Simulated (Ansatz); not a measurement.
Ansatz (a first-principles code) run on Na₂W₄O₁₃ (P-1, 19 atoms in the cell): self-consistent single point.

Method: r2SCAN-D3BJ-ATM, default PAW files made with PBE (plane waves; Ansatz).

```yaml
crystal:
  lattice:
    - [3.85190, 0.00000, 0.00000]
    - [-0.05912, 8.33048, 0.00000]
    - [-1.90648, -0.84400, 8.15762]
  atoms:
    - { symbol: Na, position: [0.71138, 0.68816, 0.42260] }
    - { symbol: Na, position: [0.28862, 0.31184, 0.57740] }
    - { symbol: W, position: [0.95998, 0.63215, 0.82488] }
    - { symbol: W, position: [0.04002, 0.36785, 0.17512] }
    - { symbol: W, position: [0.85209, 0.02410, 0.80307] }
    - { symbol: W, position: [0.14791, 0.97590, 0.19693] }
    - { symbol: O, position: [0.99802, 0.84487, 0.99564] }
    - { symbol: O, position: [0.00198, 0.15513, 0.00436] }
    - { symbol: O, position: [0.60922, 0.98944, 0.18702] }
    - { symbol: O, position: [0.39078, 0.01056, 0.81298] }
    - { symbol: O, position: [0.43481, 0.64321, 0.84198] }
    - { symbol: O, position: [0.56519, 0.35679, 0.15802] }
    - { symbol: O, position: [0.00000, 0.50000, 0.00000] }
    - { symbol: O, position: [0.83677, 0.48910, 0.65274] }
    - { symbol: O, position: [0.16323, 0.51090, 0.34726] }
    - { symbol: O, position: [0.81672, 0.15416, 0.64999] }
    - { symbol: O, position: [0.18328, 0.84584, 0.35001] }
    - { symbol: O, position: [0.15507, 0.18959, 0.31010] }
    - { symbol: O, position: [0.84493, 0.81041, 0.68990] }
```

Reference input (self-consistent single point, DFT, PBEsol, plane waves, default PAW files made with PBE): kpoints.mp_grid.grid = 4 2 2; kpoints.mp_grid.shift = 0.5 0.5 0.5; hamiltonian.xc = pbesol; hamiltonian.pseudopotentials = {kind: paw} (the program's default PAW files); scf.occupations.method = fixed. This run's input differs from it in these lines:

Ansatz 0.2 input:
```diff
@@ -31,3 +31,4 @@
 hamiltonian:
-  xc: pbesol
+  xc: r2scan
+  dispersion: d3bjatm
   pseudopotentials:
```

Output, abridged:

```
SCF iter   1: F=—  HF=-51969.616173 eV  |F-HF|=—  |Δ(HF+E_count)|=         —  Δρ=1.12e-2  dr2=3.84e-1  dr2_τ=1.30e0  ethr=1.77e-3  ⟨swp⟩=5.0  Hψ=2438  notcnv=0  defer=136
all-band conjugate gradients solve this SCF's bands
preconditioner: auto → Resta (q_TF=auto, 2.492 Å⁻¹)
SCF iter   2: F=—  HF=-51969.791815 eV  |F-HF|=—  |Δ(HF+E_count)|=   1.76e-1  Δρ=5.93e-3  dr2=3.55e-2  dr2_τ=2.93e-2  ethr=2.53e-4  ⟨swp⟩=2.0  Hψ=1316  notcnv=0  defer=133
   [... lines left out ...]
SCF iter   8: F=—  HF=-51969.794444 eV  |F-HF|=—  |Δ(HF+E_count)|=   1.95e-6  Δρ=2.08e-5  dr2=1.45e-6  dr2_τ=1.49e-7  ethr=6.87e-9  ⟨swp⟩=2.0  Hψ=1052  notcnv=0  defer=107
SCF iter   9: F=—  HF=-51969.794444 eV  |F-HF|=—  |Δ(HF+E_count)|=   6.41e-7  Δρ=1.01e-5  dr2=2.92e-7  dr2_τ=3.47e-8  ethr=9.53e-10  ⟨swp⟩=2.0  Hψ=972  notcnv=0  defer=107
SCF iter  10: F=-51969.794444 eV  HF=-51969.794444 eV  |F-HF|=1.19e-8  |Δ(HF+E_count)|=   6.02e-8  Δρ=5.42e-6  dr2=7.57e-8  dr2_τ=1.05e-8  ethr=6.58e-11  ⟨swp⟩=13.0  Hψ=3627  notcnv=0
SCF 1 converged in 10 iterations: F = -51969.794444 eV  dr2 = 7.57e-8
Free energy (F): -51969.794444 eV
Internal energy: -51969.794444 eV  (E = F + TS)
E sigma→0 (E₀):  -51969.794444 eV
Fermi energy:    5.103978 eV
--- Forces (eV/Å), atoms counted from 1 ---
  atom   1  Na    -0.01156683     0.00787436    -0.01871043
  atom   2  Na     0.01156683    -0.00787436     0.01871043
  atom   3  W      0.26227063    -0.21803784    -0.26792242
  atom   4  W     -0.26227063     0.21803784     0.26792242
  atom   5  W     -0.23506265     0.24181120    -0.21080373
  atom   6  W      0.23506265    -0.24181120     0.21080373
  atom   7  O      0.02438328     0.13136987     0.18401546
  atom   8  O     -0.02438328    -0.13136987    -0.18401546
  atom   9  O     -0.32921580    -0.06962209     0.03976636
   [... lines left out ...]
  atom  19  O     -0.00682648     0.05315728     0.24951420
--- Stress (GPa, compression-positive) ---
       -2.422051      -0.151359      -0.047723
       -0.151363      -2.824409      -0.022814
       -0.047723      -0.022806      -2.978505
  P = ⅓ Tr σ = -2.7417 GPa (-27.417 kbar)
  The stress holds the Pulay correction. Without it, at fixed plane waves, as pw.x and ABINIT print it: P = -2.8312 GPa
```

The run converged in 10 iterations. Against the reference run the pressure goes from -1.43 to -2.74 GPa, the largest force goes from 0.311 to 0.587 eV/Å and the gap on the mesh goes from 2.317 to 2.679 eV. The full log also holds: “WARN basis.ecutwfc = 500 eV, the default”.

The starting cell comes from a database of computed structures (which also holds hypothetical and non-ambient phases and stackings), without a prior relaxation at this level. Spin-orbit coupling is off. Ansatz's pressure includes its estimate of the finite-basis (Pulay) stress. The shifted mesh does not hold Γ, so a gap read on it misses any band edge there.

Cost on one core of a shared machine: roughly 40 s.
